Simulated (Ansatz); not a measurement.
## WSi2 with two functionals, biaxial strain +0.53 %, plane normal [001], relaxed out of plane

The reference is WSi2 (space group I4/mmm, No. 139; a = 3.229 Å, c = 7.870 Å; relaxed with 0.1 eV smearing). Axes: x, y, z lie along a, b, c of the conventional cell.

(Cell as relaxed with PBE.)

Levels (all Ansatz, a first-principles code, PAW, earlier PAW set): PBE (420 eV, no spin-orbit coupling); r2SCAN (500 eV, scalar-relativistic without spin-orbit coupling).

Each level relaxes its own structure.

```
base                        PBE      r2SCAN
-------------------  ----------  ----------
volume per atom        13.68 Å³    13.42 Å³
lattice parameter a  6.102 bohr  6.070 bohr
band gap                   zero        zero
```

The change: tensile biaxial strain of 0.53 % in the plane normal to [001], as in epitaxy on a mismatched substrate; the out-of-plane cell vector and the atoms relax.

```csv
quantity,PBE,r2SCAN
out-of-plane strain,-0.19 %,-0.18 %
mean in-plane stress (compression positive),-2.6 GPa,-2.8 GPa
```

PBE's in-plane stress lies 0.2 GPa above r2SCAN's. Neither level is exact; r2SCAN is the comparison here, not a measurement.

Stability against distortions was not tested. The final runs are not spin-polarised.
